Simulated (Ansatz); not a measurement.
# A constructed model of the (110) surface of bcc W, a layer of Cr in place of the second plane (bottom of the slab: a bare face, its two planes held)

Computed with PBE (plane waves to 420 eV, PAW; Ansatz, an electronic-structure program).

Set-up: 6 atoms, 11.0 Å thick at the start with caps and adatoms (thin: gaps and levels are the slab's own); mesh 14x14x1; 0.1 eV smearing; dipole correction on; 2 atoms held, the rest relaxed; start symmetry kept, larger cells not searched; spin-polarised, no spin-orbit, no U. The starting moment vanished. In PBE it is, or lies within 0.01 eV a 1x1 cell of, the lowest of the 2 structures of its composition computed so far; subsurface sites and larger cells were not tried.

- work function of the top face: 4.74 eV
- energy released by relaxation: 0.12 eV
- magnetic moment of the cell: 0.00 μB
- cost: roughly 14 core-minutes
